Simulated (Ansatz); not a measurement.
## (Ti,Zr)Si2: TiZrSi₄

A 24-atom cell of (Ti,Zr)Si2 started in the ZrSi2 (C49) type structure, site fractions Ti 0.500, Zr 0.500, short-range order +0.33 in the first shell of the mixed sites (0 is random, a negative value favours unlike neighbours), space group Amm2 at the end, an ordered arrangement that its symmetry holds.

The mixing enthalpy is taken against the end members in the ZrSi2 (C49) type type (which need not be the stable form of TiSi2 and ZrSi2), relaxed in the same cell and mesh.

Calculation: PBE (plane waves to 420 eV, PAW; Ansatz, a quantum-chemistry and plane-wave program). Spin–orbit coupling is left out; the runs are not spin-polarised. Its k-point mesh 6×5×5, Fermi–Dirac width 0.05 eV.

- volume per atom = 15.60 Å³
- Si–Zr bonds = 2.809 Å on average, from 2.698 to 3.034 (40)
- Si–Ti bonds = 2.687 Å on average, from 2.621 to 2.802 (40)
- mixing enthalpy per site of the mixed sublattice = 27 meV
- departure of the mean lattice parameter from Vegard's line = under 0.15 %, inside the noise of the relaxations

```yaml
crystal:
  lattice:
    - [0.00028, -0.00003, 7.25261]
    - [1.81156, -7.12471, 3.62640]
    - [7.24403, -0.00037, -3.62603]
  atoms:
    - { symbol: Zr, position: [0.00796, 0.78727, 0.05317] }
    - { symbol: Zr, position: [0.50796, 0.78727, 0.05317] }
    - { symbol: Zr, position: [0.25796, 0.78727, 0.55317] }
    - { symbol: Zr, position: [0.75796, 0.78727, 0.55317] }
    - { symbol: Ti, position: [0.74637, 0.20581, 0.44855] }
    - { symbol: Ti, position: [0.24637, 0.20581, 0.44855] }
    - { symbol: Ti, position: [0.99637, 0.20581, 0.94855] }
    - { symbol: Ti, position: [0.49637, 0.20581, 0.94855] }
    - { symbol: Si, position: [0.41951, 0.12881, 0.21783] }
    - { symbol: Si, position: [0.91951, 0.12881, 0.21783] }
    - { symbol: Si, position: [0.66951, 0.12881, 0.71783] }
    - { symbol: Si, position: [0.16951, 0.12881, 0.71783] }
    - { symbol: Si, position: [0.30884, 0.90584, 0.27352] }
    - { symbol: Si, position: [0.80884, 0.90584, 0.27352] }
    - { symbol: Si, position: [0.55884, 0.90584, 0.77352] }
    - { symbol: Si, position: [0.05884, 0.90584, 0.77352] }
    - { symbol: Si, position: [0.82120, 0.48608, 0.37850] }
    - { symbol: Si, position: [0.32120, 0.48608, 0.37850] }
    - { symbol: Si, position: [0.07120, 0.48608, 0.87850] }
    - { symbol: Si, position: [0.57120, 0.48608, 0.87850] }
    - { symbol: Si, position: [0.94613, 0.48619, 0.12844] }
    - { symbol: Si, position: [0.44613, 0.48619, 0.12844] }
    - { symbol: Si, position: [0.19613, 0.48619, 0.62844] }
    - { symbol: Si, position: [0.69613, 0.48619, 0.62844] }
```
